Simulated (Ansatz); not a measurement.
Density of states of a (100) slab of NbAs (cut from a parent of space group no. 109; 16 atoms in the cell).

```xyz
16
Lattice="3.5012 0.0000 0.0000 0.0000 11.9282 0.0000 0.0000 0.0000 17.1998" Properties=species:S:1:pos:R:3 pbc="T T T"
Nb     1.7506    11.9248     6.0000
Nb     0.0000     2.9787     6.0000
Nb     0.0000     5.9607     7.7333
Nb     1.7506     8.9428     7.7333
Nb     1.7506    11.9248     9.4665
Nb     0.0000     2.9787     9.4665
Nb     0.0000     5.9607    11.1998
Nb     1.7506     8.9428    11.1998
As     0.0000    10.9415     7.7333
As     1.7506     1.9953     7.7333
As     1.7506     4.9774     6.0000
As     0.0000     7.9594     6.0000
As     0.0000    10.9415    11.1998
As     1.7506     1.9953    11.1998
As     1.7506     4.9774     9.4665
As     0.0000     7.9594     9.4665
```

Computed with PBEsol, PAW files made with PBE (plane waves; Ansatz, a quantum-chemistry and plane-wave program).

SCF settings: basis.ecutwfc = 420 eV; kpoints.mp_grid.grid = 9 3 1; hamiltonian.xc = pbesol; hamiltonian.pseudopotentials = {kind: paw} (the program's default PAW files); scf.occupations.method = methfessel_paxton; scf.occupations.width = 0.1 eV. Keys of the DOS step: output.dos.nscf_kmesh.grid = 14 5 1; output.dos.method = {smearing: {sigma: 0.3}} eV.

The starting cell comes from a database of computed structures (which also holds hypothetical and non-ambient phases and stackings), without a prior relaxation at this level. The slab is cut from that crystal, and its faces are unrelaxed. Its lattice was rescaled in the plane by a random factor within 2.5 % of one. Spin polarisation is off.

Total DOS (both spins), as means of the tabulated values in each energy bin; the zero is the program's Fermi level or highest filled level, and the curve is cut to this window:

```json
[
 {"E (eV)": "-7.88", "states/eV/cell": "0.00"},
 {"E (eV)": "-7.62", "states/eV/cell": "0.00"},
 {"E (eV)": "-7.38", "states/eV/cell": "0.00"},
 {"E (eV)": "-7.12", "states/eV/cell": "0.00"},
 {"E (eV)": "-6.88", "states/eV/cell": "0.00"},
 {"E (eV)": "-6.62", "states/eV/cell": "0.00"},
 {"E (eV)": "-6.38", "states/eV/cell": "0.00"},
 {"E (eV)": "-6.12", "states/eV/cell": "0.03"},
 {"E (eV)": "-5.88", "states/eV/cell": "0.35"},
 {"E (eV)": "-5.62", "states/eV/cell": "1.63"},
 {"E (eV)": "-5.38", "states/eV/cell": "3.44"},
 {"E (eV)": "-5.12", "states/eV/cell": "5.82"},
 {"E (eV)": "-4.88", "states/eV/cell": "8.53"},
 {"E (eV)": "-4.62", "states/eV/cell": "9.06"},
 {"E (eV)": "-4.38", "states/eV/cell": "9.87"},
 {"E (eV)": "-4.12", "states/eV/cell": "10.7"},
 {"E (eV)": "-3.88", "states/eV/cell": "8.93"},
 {"E (eV)": "-3.62", "states/eV/cell": "8.44"},
 {"E (eV)": "-3.38", "states/eV/cell": "9.72"},
 {"E (eV)": "-3.12", "states/eV/cell": "11.3"},
 {"E (eV)": "-2.88", "states/eV/cell": "12.2"},
 {"E (eV)": "-2.62", "states/eV/cell": "12.2"},
 {"E (eV)": "-2.38", "states/eV/cell": "12.0"},
 {"E (eV)": "-2.12", "states/eV/cell": "13.1"},
 {"E (eV)": "-1.88", "states/eV/cell": "13.5"},
 {"E (eV)": "-1.62", "states/eV/cell": "13.0"},
 {"E (eV)": "-1.38", "states/eV/cell": "12.8"},
 {"E (eV)": "-1.12", "states/eV/cell": "13.9"},
 {"E (eV)": "-0.88", "states/eV/cell": "16.2"},
 {"E (eV)": "-0.62", "states/eV/cell": "17.0"},
 {"E (eV)": "-0.38", "states/eV/cell": "16.6"},
 {"E (eV)": "-0.12", "states/eV/cell": "15.9"},
 {"E (eV)": "0.12", "states/eV/cell": "15.1"},
 {"E (eV)": "0.38", "states/eV/cell": "14.6"},
 {"E (eV)": "0.62", "states/eV/cell": "14.7"},
 {"E (eV)": "0.88", "states/eV/cell": "16.2"}
]
```

Around zero the curve holds about 15 states/eV/cell.

Keys are those of Ansatz 0.2.
